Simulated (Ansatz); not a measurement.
## How the elastic constant C44 of CsCl-type NiAl moves with the method

No measured value is used here.

```json
[
 {"level (code)": "LDA (Ansatz)", "value (GPa)": "134", "cell (Å³/atom)": "11.36"},
 {"level (code)": "PBE (Ansatz)", "value (GPa)": "118", "cell (Å³/atom)": "12.11"},
 {"level (code)": "PBEsol (Ansatz)", "value (GPa)": "___", "cell (Å³/atom)": "11.72"},
 {"level (code)": "r²SCAN (Ansatz)", "value (GPa)": "134", "cell (Å³/atom)": "11.74"}
]
```

Problem. Some entries are withheld; supply them.

Solution. 
- PBEsol (Ansatz, a quantum-chemistry and plane-wave program), value (GPa): 128

The crystal itself was run without spin with LDA, PBE, PBEsol, r²SCAN; a magnetic state was not tried in these runs. Each level is taken at its own relaxed cell. Cutoffs differ between the levels. Ansatz's density-functional and Hartree–Fock values are scalar-relativistic unless marked +SOC, with PAW data made under PBE.
